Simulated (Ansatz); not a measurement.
L1₂ (Cu3Au-type) Pt₃Ti, relaxed in Ansatz (plane waves) with several semilocal functionals. Each gives its own volume and its own bulk modulus:

```json
[
 {"level": "PBEsol-D3(BJ)", "V0 (Å³/atom)": "14.385", "bulk modulus B0 (GPa)": "290.7", "ln V0": "2.6662", "ln B0": "5.6723"},
 {"level": "PBEsol", "V0 (Å³/atom)": "14.824", "bulk modulus B0 (GPa)": "265.7", "ln V0": "2.6962", "ln B0": "5.5824"},
 {"level": "r²SCAN+rVV10", "V0 (Å³/atom)": "14.918", "bulk modulus B0 (GPa)": "267.5", "ln V0": "2.7026", "ln B0": "5.5891"},
 {"level": "PBE-D4", "V0 (Å³/atom)": "15.001", "bulk modulus B0 (GPa)": "254.8", "ln V0": "2.7081", "ln B0": "5.5405"},
 {"level": "PBE", "V0 (Å³/atom)": "15.385", "bulk modulus B0 (GPa)": "235.3", "ln V0": "2.7334", "ln B0": "5.4609"},
 {"level": "BLYP", "V0 (Å³/atom)": "16.192", "bulk modulus B0 (GPa)": "199.1", "ln V0": "2.7845", "ln B0": "5.2938"}
]
```

### Question
Fit a straight line to ln B0 against ln V0. What does it predict for rVV10, whose volume is 15.792 Å³/atom?

### Answer
With x = ln V0 and y = ln B0: means 2.71517 and 5.52317; Σ(Δx Δy) = -0.02642, Σ(Δx²) = 0.008105, so the slope is -3.26. At x = 2.7595 the line gives y = 5.52317 + (-3.26) × (2.7595 − 2.71517) = 5.3787, or 216.7 GPa. The run with rVV10 gives 223.1 GPa, +3.0 % from the line. The rows used scatter about it by up to 2.5 %, while the largest value lies 46 % above the smallest. For comparison, PBE's own equation of state has B′ = 5.1, the slope −d ln B/d ln V at a fixed functional; the two needn't agree, since functionals also differ at one volume.

The crystal itself was run without spin with PBEsol-D3(BJ), PBEsol, r²SCAN+rVV10, PBE-D4, PBE, rVV10, BLYP; a magnetic state was not tried in these runs.

Ansatz's density-functional and Hartree–Fock values are scalar-relativistic unless marked +SOC, with PAW data made under PBE.

Ansatz is a program for electronic structure.
